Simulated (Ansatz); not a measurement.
Nb2Sn2O7 (Fd-3m), PBEsol, rigid bands run with Ansatz (an electronic-structure program): N_c = 5.22e19 cm⁻³ at 300 K and an electron conductivity mass of 1.12 mₑ.

**Question.** For 1e17 electrons per cm³ at 300 K, place the Fermi level, estimate the Seebeck coefficient of a parabolic band with constant τ, and give mobility and conductivity for τ = 20 fs.

**Answer.** The level lies k_BT ln(N_c/n) = 0.162 eV below the conduction-band minimum. S ≈ −(k_B/e)[ln(N_c/n) + 5/2] = -755 μV/K, against -754 μV/K from the full bands (mean over directions). μ = eτ/m = 31.4 cm²/(V·s) and σ = neμ = 0.503 S/cm. τ is assumed, not computed.

Band transport and this doping are assumed; polarons and phonon drag are left out. Spin-orbit coupling is left out.

Computed structure with no diffraction record at hand here (it may be known, metastable or hypothetical): Nb2Sn2O7 (Fd-3m).
